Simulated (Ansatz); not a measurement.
Output of an Ansatz run (abridged):

```
WARN ansatz: RAYON_NUM_THREADS=1 ignored (pool sized by the plan → 1); use --threads N
Pseudopotentials: kind: paw
Pseudopotential: Li, paw, valence charge 3
Pseudopotential: Hg, paw, valence charge 20
Pseudopotential: S, paw, valence charge 6
Pseudopotential: Sn, paw, valence charge 14
Crystal: 8 atoms, lattice volume = 164.655 Å³
Basis set: ecut = 420 eV, 3219 PW (Γ), exchange–correlation on 90×90×90 points (8 copies of the dense FFT grid, shifted against one another)
Bands: 40, of which v1, the nominal top of the filled ones, is band 32 counted from 1 (31 counted from 0)
Symmetry: 8 space group operations
Space group: I-42m (ITA 121), of the structure as read, at distance tolerance 5.5e-5 Å
k-points: 18 of 125 (time reversal used)
Initial density: superposition of atomic densities (neutral atoms: chi_scale 0, normalization atom), corrected by the library's trained network
Initial wavefunctions: pseudopotential atomic-orbital guess
Eigensolver: davidson
Functional: x = pbe(κ = 0.804, μ = 0.2195149727645171), c = pbe(β = 0.06672455060314922)
SCF iter   1: F=—  HF=-23860.431948 eV  |F-HF|=—  |Δ(HF+E_count)|=         —  Δρ=6.90e-4  dr2=5.24e-4  ethr=1.77e-3  ⟨swp⟩=7.9  Hψ=3387  notcnv=0  defer=11
all-band conjugate gradients solve this SCF's bands
preconditioner: auto → Resta (q_TF=auto, 2.331 Å⁻¹)
SCF iter   2: F=—  HF=-23860.432276 eV  |F-HF|=—  |Δ(HF+E_count)|=   3.28e-4  S|Δr|=    0.00e0  Δρ=3.72e-4  dr2=2.10e-4  ethr=8.19e-7  ⟨swp⟩=3.0  Hψ=1805  notcnv=0  defer=23
SCF iter   3: F=—  HF=-23860.432460 eV  |F-HF|=—  |Δ(HF+E_count)|=   1.84e-4  S|Δr|=    0.00e0  Δρ=1.60e-4  dr2=3.04e-5  ethr=3.28e-7  ⟨swp⟩=2.1  Hψ=942  notcnv=0  defer=23
SCF iter   4: F=—  HF=-23860.432583 eV  |F-HF|=—  |Δ(HF+E_count)|=   1.23e-4  S|Δr|=    0.00e0  Δρ=3.65e-5  dr2=2.53e-6  ethr=4.75e-8  ⟨swp⟩=2.0  Hψ=1043  notcnv=0  defer=23
SCF iter   5: F=—  HF=-23860.432585 eV  |F-HF|=—  |Δ(HF+E_count)|=   2.45e-6  S|Δr|=    0.00e0  Δρ=1.11e-5  dr2=2.83e-7  ethr=3.95e-9  ⟨swp⟩=2.0  Hψ=1133  notcnv=0  defer=23
SCF iter   6: F=-23860.432586 eV  HF=-23860.432586 eV  |F-HF|=1.63e-8  |Δ(HF+E_count)|=   4.37e-7  S|Δr|=    0.00e0  Δρ=2.86e-6  dr2=1.89e-8  ethr=1.56e-10  ⟨swp⟩=10.9  Hψ=3256  notcnv=0
SCF 1 converged in 6 iterations: F = -23860.432586 eV  dr2 = 1.89e-8
SCF converged after 6 iterations
Stability not checked (fill_not_monotonic)
Free energy (F): -23860.432586 eV
Harris-Foulkes:  -23860.432586 eV  (|F-HF|=1.63e-8)
Internal energy: -23860.432586 eV  (E = F + TS)
E sigma→0 (E₀):  -23860.432586 eV
Fermi energy:    6.631230 eV
Step filling:    the computed levels leave a gap of 1.3389 eV = 26.8 smearing widths
--- Per-component energies (eV) ---
  E_band       = -830.293519
  E_kinetic    = 1270.220202
  E_local      = -5807.394058  (includes V_loc(G=0)·N_el)
  E_nonlocal   = 89.332063
  E_hartree    = 2601.929862
  E_xc         = -1015.271252
  E_vxc        = -739.323876  (∫ρ·V_xc dr)
  E_paw        = -16528.200416  (= ΣΔE_a)
  E_vpaw       = -846.983398  (= ΣTr[D̂ρ^β])
  E_aug_tail   = 0.000972  (compensation charges beyond the density's cutoff)
  E_ewald      = -4471.049959
  E_smearing   = 0.000000  (= −TS)
  E_closure    = -0.000000  (closes the sum)
  Σ components = -23860.432586   (vs F -23860.432586, Δ=0.00e0)
--- Forces (eV/Å), atoms counted from 1 ---
  atom   1  Li    -0.00000000     0.00000000     0.00000000
  atom   2  Li    -0.00000000     0.00000000     0.00000000
  atom   3  Hg    -0.00000000    -0.00000000     0.00000000
  atom   4  S     -1.09473859     1.09473859     0.65177027
  atom   5  S      1.09473859     1.09473859    -0.65177027
  atom   6  S     -1.09473859    -1.09473859    -0.65177027
  atom   7  S      1.09473859    -1.09473859     0.65177027
  atom   8  Sn    -0.00000000     0.00000000     0.00000000
  max |Σ_I F_I| component: 4.44e-16 eV/Å
--- Stress (GPa, compression-positive) ---
        7.185073       0.000000       0.000000
        0.000000       7.185073      -0.000000
        0.000000       0.000000       7.909453
  P = ⅓ Tr σ = 7.4265 GPa (74.265 kbar)
  The stress holds the Pulay correction. Without it, at fixed plane waves, as pw.x and ABINIT print it: P = 7.3998 GPa
--- Band table (eV; the first three rows and the last of 18) ---
  k-point 0: bands = ["-108.1071", "-56.6227", "-56.5763", "-56.5763", "-38.0165", "-38.0154", "-15.3347", "-15.3347", "-15.3281", "-15.2622", "-15.2474", "-7.1333", "-5.8230", "-5.8230", "-5.7830", "-1.1991", "-0.4579", "-0.4536", "-0.4536", [...]
  k-point 1: bands = ["-108.1071", "-56.6227", "-56.5763", "-56.5763", "-38.0163", "-38.0156", "-15.3348", "-15.3347", "-15.3283", "-15.2620", "-15.2470", "-6.9517", "-5.9910", "-5.8755", "-5.7980", "-1.2601", "-0.5155", "-0.4846", "-0.4031", [...]
  k-point 2: bands = ["-108.1071", "-56.6227", "-56.5763", "-56.5763", "-38.0160", "-38.0159", "-15.3350", "-15.3348", "-15.3289", "-15.2618", "-15.2465", "-6.6072", "-6.1720", "-5.9572", "-5.9144", "-1.1123", "-0.5014", "-0.4831", "-0.4616", [...]
  k-point 17: bands = ["-108.1071", "-56.6227", "-56.5763", "-56.5763", "-38.0164", "-38.0155", "-15.3346", "-15.3345", "-15.3282", "-15.2621", "-15.2472", "-6.7697", "-6.1359", "-5.9677", "-5.8262", "-1.3661", "-0.6397", "-0.4837", "-0.4732", [...]
```

The structure:

```
CELL_PARAMETERS angstrom
     -2.75700     2.75700     5.41553
      2.75700    -2.75700     5.41553
      2.75700     2.75700    -5.41553
ATOMIC_POSITIONS crystal
  Li 0.25000 0.75000 0.50000
  Li 0.75000 0.25000 0.50000
  Hg 0.00000 0.00000 0.00000
  S  0.37700 0.88700 0.00000
  S  0.11300 0.11300 0.49000
  S  0.62300 0.62300 0.51000
  S  0.88700 0.37700 0.00000
  Sn 0.50000 0.50000 0.00000
```

Question: Write an input that gives this output.

Answer: Other spellings and defaults could give the same log, and not every line can be read from it. The input that was run (DFT, PBE, plane waves, default PAW files):

Ansatz 0.2 input:
```yaml
# Li2SnHgS4
crystal:
  lattice:
    - [-2.756998, 2.756998, 5.415532]
    - [2.756998, -2.756998, 5.415532]
    - [2.756998, 2.756998, -5.415532]
  atoms:
    - { symbol: Li, position_ang: [2.756998, 0.000000, 2.707766] }
    - { symbol: Li, position_ang: [-0.000000, 2.756998, 2.707766] }
    - { symbol: Hg, position_ang: [0.000000, 0.000000, 0.000000] }
    - { symbol: S, position_ang: [1.406069, -1.406069, 6.845232] }
    - { symbol: S, position_ang: [1.350929, 1.350929, -1.429700] }
    - { symbol: S, position_ang: [1.406069, 1.406069, 3.985832] }
    - { symbol: S, position_ang: [-1.406069, 1.406069, 6.845232] }
    - { symbol: Sn, position_ang: [0.000000, 0.000000, 5.415532] }
basis:
  ecutwfc: 420.0
kpoints:
  mp_grid: { grid: [5, 5, 5] }
hamiltonian:
  xc: pbe
  pseudopotentials: { kind: paw }
scf:
  occupations: { method: cold, width: 0.05 }
output:
  forces: true
  eigenvalues: true
  stress: true
```

The starting cell was generated: these elements placed on a structure prototype, without a prior relaxation; it need not be a known phase or ordering of this composition. Its lattice was rescaled by a random factor within 2.5 % of one. Spin-orbit coupling is off. With a pressure of about 7 GPa the cell is away from its equilibrium volume at this level. Forces in this geometry exceed 1 eV/Å. Ansatz's pressure includes its estimate of the finite-basis (Pulay) stress.

Ansatz is an electronic-structure program.
